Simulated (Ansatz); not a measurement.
The starting structures come from a database of crystals and need not be the phases stable at ambient conditions.

 Where the default PAW files enter, the runs use the earlier of Ansatz's two default sets.

Tunnelling through a barrier is set by its complex band structure: the current falls as exp(−2κd) with the smallest κ.

Given:

```
CELL_PARAMETERS angstrom
      5.41370     0.00000     0.00000
     -1.75691     6.49681     0.00000
      1.75691    -0.17060     6.49457
ATOMIC_POSITIONS crystal
  Li 0.75000 0.75243 0.75243
  Li 0.25000 0.24757 0.24757
  Sc 0.75000 0.10780 0.10780
  Sc 0.25000 0.89220 0.89220
  Si 0.77846 0.21152 0.61532
  Si 0.22154 0.78848 0.38468
  Si 0.72154 0.61532 0.21152
  Si 0.27846 0.38468 0.78848
  O  0.93998 0.64314 0.34902
  O  0.06002 0.35686 0.65098
  O  0.56002 0.34902 0.64314
  O  0.43998 0.65098 0.35686
  O  0.15806 0.20532 0.96442
  O  0.84194 0.79468 0.03558
  O  0.34194 0.96442 0.20532
  O  0.65806 0.03558 0.79468
  O  0.15515 0.87534 0.62006
  O  0.84485 0.12466 0.37994
  O  0.34485 0.62006 0.87534
  O  0.65515 0.37994 0.12466
```

Space group of this cell: C2/c. The cell is taken as given; by PBEsol its mean pressure is -3.9 GPa.

Transport runs along the normal of the first two printed cell vectors.

The gap is the functional's own, uncorrected, and κ follows it; spin-orbit coupling is left out. Mid-gap values are interpolated between the computed energies.

**Question.** Estimate the band gap and the smallest decay constant κ at mid-gap that Ansatz (a first-principles code) with PBEsol returns for this system.

**Answer.** Gap 4.92 eV on a 6×6×6 mesh; κ = 0.432 1/Å, at the zone centre.
